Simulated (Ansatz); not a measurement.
The starting structures come from a database of crystals and need not be the phases stable at ambient conditions.

Inside the gap of an insulator the Bloch states are evanescent, with a wavenumber k + iκ along the transport direction.

Here is the system:

```
K3V2YO8
1.0
    7.81691     0.00000     0.00000
    0.00000    10.42930     0.00000
    0.00000     5.21465     3.01068
K Y V O
3 1 2 8
Direct
  0.29328   0.66667   0.00000
  0.70672   0.33333   0.00000
  0.00000   0.00000   0.00000
  0.50000   0.00000   0.00000
  0.74852   0.66667   0.00000
  0.25148   0.33333   0.00000
  0.96370   0.66667   0.00000
  0.03630   0.33333   0.00000
  0.67189   0.82589   0.00000
  0.32811   0.17411   0.00000
  0.67189   0.82589   0.52233
  0.32811   0.17411   0.47767
  0.67189   0.34822   0.47767
  0.32811   0.65178   0.52233
```

Space group of this cell: P-3m1. The cell is taken as given; by r2SCAN its mean pressure is -5.0 GPa.

Transport runs along the normal of the first two printed cell vectors, the (110) plane of the conventional cell.

The gap is the functional's own. No spin-orbit coupling. Mid-gap values are interpolated on the energy grid.

**Question.** State the band gap and the smallest decay constant κ at mid-gap according to r2SCAN (Ansatz, a first-principles code).

**Answer.** Gap 3.58 eV on a 4×10×10 mesh; κ = 0.419 1/Å, at the zone centre.
